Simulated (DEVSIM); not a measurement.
System: abrupt Si p-n junction, at 250 K.

```tsv
layer (left to right)	material	thickness (μm)	Nd (cm⁻³)	Na (cm⁻³)	τn (s)	τp (s)
1	Si	40.0	-	2.9e15	2.4e-6	2.4e-6
2	Si	41.0	1.9e15	-	2.4e-6	2.4e-6
```

Left contact: ohmic. Right contact: ohmic. Voltage is applied to the left contact. Recombination: SRH at mid-gap, radiative. Mobility is μmin + (μ − μmin)/(1 + (N/Nref)^α).

The device is made up for the run: typed textbook-type constants, with dimensions and the other settings drawn at random. Values at 300 K; Nc and Nv go as T^1.5, mobilities as T to minus their exponent, the gap by Varshni's rule with the affinity fixed.

| parameter | Si |
|---|---|
| gap (eV) | 1.124 |
| affinity (eV) | 4.05 |
| permittivity | 11.7 |
| Nc (cm⁻³) | 2.86e19 |
| Nv (cm⁻³) | 3.1e19 |
| μn (cm²/Vs) | 1417 |
| μp (cm²/Vs) | 470 |
| μn,min | 52 |
| μp,min | 45 |
| Nref,n | 9.7e16 |
| Nref,p | 2.2e17 |
| αn | 0.68 |
| αp | 0.72 |
| T exponent of μn | 2.3 |
| T exponent of μp | 2.2 |
| B (cm³/s) | 4.7e-15 |
| Varshni α (eV/K) | 0.000473 |
| Varshni β (K) | 636 |

Simulated with DEVSIM: 1D drift-diffusion, Boltzmann statistics, complete ionisation; no tunnelling, impact ionisation, image-force lowering or self-heating.

The doping Na of layer 1 was swept, all else fixed.

| doping Na of layer 1 (cm^-3) | dark forward voltage at 1 A/cm² (V) | dark forward voltage at 100 A/cm² (V) | potential step across the device at zero bias (V) | largest field in the device at zero bias (V/cm) |
|---|---|---|---|---|
| 8.7e13 | 0.675 | 1.525 | 0.665 | 4200 |
| 2.9e14 | [?] | [?] | 0.691 | [?] |
| 8.7e14 | 0.698 | 1.174 | 0.715 | 11000 |
| 2.9e15 | 0.715 | 1.079 | 0.741 | 16000 |
| 8.7e15 | 0.727 | 1.012 | 0.764 | 19000 |
| 2.9e16 | 0.733 | 0.963 | 0.790 | 21000 |
| 8.7e16 | 0.735 | 0.937 | 0.814 | 23000 |

### Question
What belongs in the gaps?

### Answer

- 2.9e14, dark forward voltage at 1 A/cm² (V): 0.686
- 2.9e14, dark forward voltage at 100 A/cm² (V): 1.282
- 2.9e14, largest field in the device at zero bias (V/cm): 7100
